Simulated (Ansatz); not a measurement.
Here is the system:

```yaml
crystal:
  lattice:
    - [0.00000, 2.29939, 2.29939]
    - [2.29939, 0.00000, 2.29939]
    - [2.29939, 2.29939, 0.00000]
  atoms:
    - { symbol: B, position: [0.00000, 0.00000, 0.00000] }
    - { symbol: As, position: [0.25000, 0.25000, 0.25000] }
```

No spin polarisation.

The values are results of LDA (Ansatz, a quantum-chemistry and plane-wave program, PAW, without spin-orbit coupling), not measurements. Settings: 12×12×12 k-points, 0.05 eV Fermi–Dirac smearing.

Task: Predict the width of the top valence band, electron mass and band gap.

Result: 
* **Width of the top valence band**: 5.90 eV
* **Electron mass**: 1.1 mₑ along k, 0.21 mₑ across (off the special points)
* **Band gap**: 1.03 eV

Load acts through the strain it causes; cell and atoms are relaxed under it. Masses are band curvatures over ±0.01 Å⁻¹ around the edge. Along k means along the line from Γ to the band edge. Stability against distortions was not tested. No other phases were tried under pressure. The cell was made from BAs in the zinc blende structure (space group F-43m, No. 216) by this change: pressure 15 GPa.
